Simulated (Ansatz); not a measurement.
System: L1₂ (Cu3Au-type) Ni3Si. Method: r²SCAN+rVV10 (Ansatz, a program for electronic structure, plane waves, PAW).

Numerical settings: plane-wave cutoff 500 eV, 12×12×12 k mesh, Fermi–Dirac smearing 0.05 eV, no spin polarisation, scalar-relativistic PAW data made under PBE.

Computed at the level's own relaxed cell.

Q: Estimate the volume per atom and lattice parameter a that the calculation returns.

A: 
* **volume per atom**: 10.31 Å³/atom
* **lattice parameter a**: 3.455 Å

Measured, for comparison: equilibrium volume per atom 10.81 Å³/atom, lattice constant a 3.510 Å (temperature not stated, not corrected to a static lattice; as tabulated in Metallic Nickel Silicides: Experiments and Theory for NiSi and First Principles …). Computed (rounded) less measured: equilibrium volume per atom -4.6 %, lattice constant a -1.6 %. A static lattice is as a rule a little smaller and stiffer than an uncorrected measurement, which narrows the difference in the lattice constant a and would widen misses of the other sign.

Computed values are for the static lattice.

The result took very roughly 40 core-seconds.
